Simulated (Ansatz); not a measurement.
Base system: Al in the fcc (Cu type) structure (space group Fm-3m, No. 225; a = 3.994 Å; relaxed with 0.1 eV smearing). Axes: x, y, z lie along the cube axes.

All numbers come from DFT with r2SCAN, PAW potentials and a 500 eV plane-wave cutoff in Ansatz (a first-principles code), no spin-orbit coupling.

Base values:

The pressure is 0.0 GPa. The volume per atom comes out as 15.92 Å³.

It is then changed as follows: tensile biaxial strain of 2.08 % in the plane normal to [111], as in epitaxy on a mismatched substrate; the out-of-plane cell vector and the atoms relax.

**Question.** What happens to the pressure and volume per atom?

**Answer.** The pressure (mean of the normal stresses, compression positive) goes from zero to -1.9 GPa; the volume per atom increases by 0.385 Å³ to 16.31 Å³.

Stability against distortions was not tested.
